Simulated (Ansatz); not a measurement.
Consider BeTe in the zinc blende structure (space group F-43m, No. 216; a = 5.554 Å).

All numbers come from LDA (Ansatz, a quantum-chemistry and plane-wave program, PAW, no spin-orbit coupling).

Strains are applied to the cell and any free atomic positions relax.

One change was made to it. Results:

```json
[
 {"quantity": "energy relative to the base (free energy F)", "base": "0 meV/atom", "after": "+4.0 meV/atom"},
 {"quantity": "electron mass", "base": "1.3 mₑ along k, 0.24 mₑ across (at X)", "after": "1.3 mₑ along k, 0.24 mₑ across (at X)"},
 {"quantity": "band gap", "base": "1.79 eV", "after": "1.71 eV"},
 {"quantity": "hole mass (degenerate bands, along [100])", "base": "0.20, 0.32, 0.32 mₑ (at Γ)", "after": "0.21, 0.31, 0.31 mₑ (at Γ)"}
]
```

### Question
What was done to the base?
(A) isotropic strain −1.50 %
(B) isotropic strain −1.00 %
(C) isotropic strain −2.50 %
(D) isotropic strain +1.50 %
(E) isotropic strain −0.50 %

### Answer
B, isotropic strain −1.00 %. For comparison, the energy relative to the base in the other runs: isotropic strain −0.50 % gives +1.0 meV/atom; isotropic strain −2.50 % gives +26 meV/atom; isotropic strain −1.50 % gives +9.1 meV/atom; isotropic strain +1.50 % gives +8.2 meV/atom.

Spin-orbit coupling, missing from the scalar runs, can matter with Te. Effective masses come from finite differences of ±0.01 Å⁻¹. Along k means along the line from Γ to the band edge. Whether these cells are dynamically stable was not tested.
